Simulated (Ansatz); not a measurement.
Response to strain in MgO

Take MgO in the rock salt structure (space group Fm-3m, No. 225) as the base.

Space group Fm-3m (No. 225); a = 4.214 Å, b = 4.214 Å, c = 4.214 Å, α = 90.00°, β = 90.00°, γ = 90.00°

| atom | site | symmetry | x | y | z |
|---|---|---|---|---|---|
| Mg | 4a | m-3m | 0.0000 | 0.0000 | 0.0000 |
| O | 4b | m-3m | 0.5000 | 0.5000 | 0.5000 |
(The calculation used a cell of 2 atoms; values per cell refer to that cell.)

Strains are applied to the cell and any free atomic positions relax.

All numbers come from Ansatz (an electronic-structure program) PBEsol, no spin-orbit coupling.

| isotropic strain (%) | band gap (eV) |
|---|---|
| -3 | 5.55 |
| -2.5 | 5.38 |
| -2 | 5.22 |
| -1.5 | ? |
| -0.5 | 4.77 |
| 0 | 4.62 |
| 0.5 | 4.48 |
| 1 | 4.34 |
| 1.5 | 4.21 |

**Question.** Fit E_g = E₀ + Dε (ε in %) to the rows shown and predict the withheld row.

**Answer.** Least squares on the printed values gives E₀ = 4.63 eV, D = -298 meV per % of strain (largest residual 0.02 eV); this predicts 5.08 eV, and the run gives 5.07 eV, in agreement.

Whether these cells are dynamically stable was not tested.
